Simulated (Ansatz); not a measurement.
Zinc-blende BeS, treated with r²SCAN50 (PAW; Ansatz, a first-principles code).

Settings: plane-wave cutoff 520 eV, 10×10×10 k mesh, Fermi–Dirac smearing 0.01 eV, scalar-relativistic PAW data made under PBE.

Results at a series of volumes:

```tsv
V (Å³/atom)	E − E_lowest (meV/atom)	P (GPa)
13.466	12.59	5.92
13.820	3.02	2.80
14.223	0.00	-0.33
14.529	2.67	-2.44
14.883	10.54	-4.63
```

Question: Estimate the bulk modulus from the pressures at 13.820 and 14.529 Å³/atom, and compare it with a fit to all energies.

Answer: B = −V dP/dV. Between V = 13.820 and 14.529 Å³/atom, dP/dV = (-2.44 − (2.80))/(14.529 − 13.820) = -7.39 GPa per Å³/atom; at the midpoint 14.175 Å³/atom this gives B ≈ 105 GPa. The third-order Birch–Murnaghan fit gives V0 = 14.178 Å³/atom, B0 = 104 GPa, B′ = 3.7, which lies within 1 % of that estimate.

Measured, for comparison: bulk modulus 105 GPa (room temperature, not corrected to a static lattice; as tabulated in Narayana, Nesamony, Ruoff, Phys. Rev. B 56, no. 22 (1997)); equilibrium volume per atom 14.44 Å³/atom (room temperature, not corrected to a static lattice; as tabulated in Narayana, Nesamony, Ruoff (BeS at high pressure; core.ac.uk copy)). Computed (rounded) less measured: bulk modulus -1.0 %, equilibrium volume per atom -1.8 %. A static lattice is as a rule a little smaller and stiffer than an uncorrected measurement, which narrows the difference in the equilibrium volume per atom and would widen misses of the other sign.
